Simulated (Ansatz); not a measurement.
Start from AlN in the zinc blende structure (space group F-43m, No. 216).

```
CELL_PARAMETERS angstrom
      0.00000     2.18885     2.18885
      2.18885     0.00000     2.18885
      2.18885     2.18885     0.00000
ATOMIC_POSITIONS crystal
  N  0.75000 0.75000 0.75000
  Al 0.00000 0.00000 0.00000
```

Cartesian axes are those of the cell as printed.

The values are results of plane-wave PAW DFT at the PBEsol level (Ansatz, an electronic-structure program, 420 eV), scalar-relativistic without spin-orbit coupling, not measurements.

Strains are applied to the cell and any free atomic positions relax; under biaxial strain the out-of-plane vector relaxes too.

One change was made to it. Results:

```csv
quantity,base,after
"pressure (mean of the normal stresses, compression positive)",0.00 GPa,-5.52 GPa
smallest direct gap,4.06 eV,3.70 eV
```

Problem. Which change produced these results?
A. strain tensor (xx, yy, zz, yz, xz, xy) = (+1.62, +1.75, −0.43, −0.65, −0.56, −0.38) %
B. biaxial strain +2.35 %, plane normal [111], relaxed out of plane
C. biaxial strain +2.21 %, plane normal [001], relaxed out of plane
D. uniaxial strain ε_yy = +1.31 %

Solution. A, strain tensor (xx, yy, zz, yz, xz, xy) = (+1.62, +1.75, −0.43, −0.65, −0.56, −0.38) %. For comparison, the pressure in the other runs: biaxial strain +2.35 %, plane normal [111], relaxed out of plane gives -7.02 GPa; uniaxial strain ε_yy = +1.31 % gives -2.56 GPa; biaxial strain +2.21 %, plane normal [001], relaxed out of plane gives -3.59 GPa.

Gaps are read on the SCF mesh and a high-symmetry path. Stability against distortions was not tested. This is not the structure that AlN has at room temperature and ambient pressure.
